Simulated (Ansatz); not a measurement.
Seebeck coefficient (μV/K, mean over directions) of n-type CdS (P6_3mc) against carrier density, PBEsol with spin-orbit coupling, rigid bands in Ansatz (an electronic-structure program). Computed gap 1.08 eV; densities at which minority carriers matter at this gap, or further valleys turn the trend, are left out. Conductivity mass 0.133 mₑ (harmonic mean over directions), N_c = 1.2e18 cm⁻³ at 300 K.

```
electron density       300 K       500 K
----------------  ----------  ----------
1e16 cm⁻³         (withheld)        -691
1e17 cm⁻³               -423        -493
1e18 cm⁻³               -231        -297
3e18 cm⁻³               -150        -210
1e19 cm⁻³                -82        -127
3e19 cm⁻³                -44  (withheld)
1e20 cm⁻³                -24         -39
3e20 cm⁻³                -14  (withheld)
1e21 cm⁻³                 -8         -14
```

**Question.** What belongs in the gaps?

**Answer.** 
- 1e16 cm⁻³, 300 K: -620
- 3e19 cm⁻³, 500 K: -73
- 3e20 cm⁻³, 500 K: -24

Rigid bands with a gap fixed in temperature, one relaxation time for all states, no polarons or phonon drag, and whether or not such doping can be reached.
